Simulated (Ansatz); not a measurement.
The parent structure is NaI in the CsCl type structure (space group Pm-3m, No. 221; a = 4.040 Å; a hypothetical phase, not in the database extracts checked). Axes: x, y, z lie along the cube axes.

Level of theory: r2SCAN/PAW in Ansatz (a quantum-chemistry and plane-wave program), spin-orbit coupling left out.

The change: the cell is stretched by 1.49 % along y with no lateral relaxation, atoms relaxed at fixed cell.

Predict the stress tensor and what it implies for the stiffness.

Stress of the strained cell less that of the base (GPa, compression positive):
```
   0.00    0.00    0.00
   0.00   -0.75    0.00
   0.00    0.00    0.00
```

Then −Δσ_ii/ε with ε = 0.0149 gives secant stiffness values (nonlinear terms included at this strain): C22 ≈ 50 GPa.

Whether these cells are dynamically stable was not tested.
